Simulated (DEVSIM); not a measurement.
System: Ni/La2O3/SiO2/n-Si capacitor, at 300 K.

```csv
layer (left to right),material,thickness (nm),Nd (cm⁻³)
1,La2O3,13.0,-
2,SiO2,0.550,-
3,Si,380,2.3e18
```

Metal gate on the left, work function 5.1 eV. Fixed charge at the semiconductor interface 2.6e12 cm⁻² (in units of +e); no interface traps.

Constants are typed, rounded textbook-type inputs, not results; the design itself was drawn at random and stands for no fabricated device. Values at 300 K.

| parameter | La2O3 | SiO2 | Si |
|---|---|---|---|
| gap (eV) | 5.8 | 9 | 1.124 |
| affinity (eV) | 1.8 | 0.9 | 4.05 |
| permittivity | 27 | 3.9 | 11.7 |
| Nc (cm⁻³) | - | - | 2.86e19 |
| Nv (cm⁻³) | - | - | 3.1e19 |

Model (solved in DEVSIM): 1D Poisson equation in equilibrium, Boltzmann statistics, complete ionisation; no quantum confinement or tunnelling. Metal contacts follow the ideal Schottky-Mott rule: no Fermi-level pinning, no interface dipoles.

Base results: flat-band voltage (V) 0.69; capacitance of the dielectric stack (μF/cm²) 1.42; threshold voltage (band bending 2φF) (V) -0.91; minimum of the low-frequency capacitance (μF/cm²) 0.362.

### Question
What follows from this one change: fixed charge 2.6e+12 → 7.4e+12 cm^-2?

### Answer
flat-band voltage 0.69 → 0.15 V; capacitance of the dielectric stack little changed (1.42 μF/cm²); threshold voltage (band bending 2φF) -0.91 → -1.45 V; minimum of the low-frequency capacitance little changed (0.358 μF/cm²).

### Question
What follows from this one change: interface trap density 0 → 1e+12 cm^-2 eV^-1?

### Answer
flat-band voltage 0.69 → 0.72 V; capacitance of the dielectric stack little changed (1.42 μF/cm²); threshold voltage (band bending 2φF) -0.91 → -0.99 V; minimum of the low-frequency capacitance 0.362 → 0.442 μF/cm².

### Question
What follows from this one change: La2O3 thickness 0.013 → 0.0091 μm?

### Answer
flat-band voltage 0.69 → 0.76 V; capacitance of the dielectric stack 1.42 → 1.85 μF/cm²; threshold voltage (band bending 2φF) -0.91 → -0.70 V; minimum of the low-frequency capacitance 0.362 → 0.386 μF/cm².
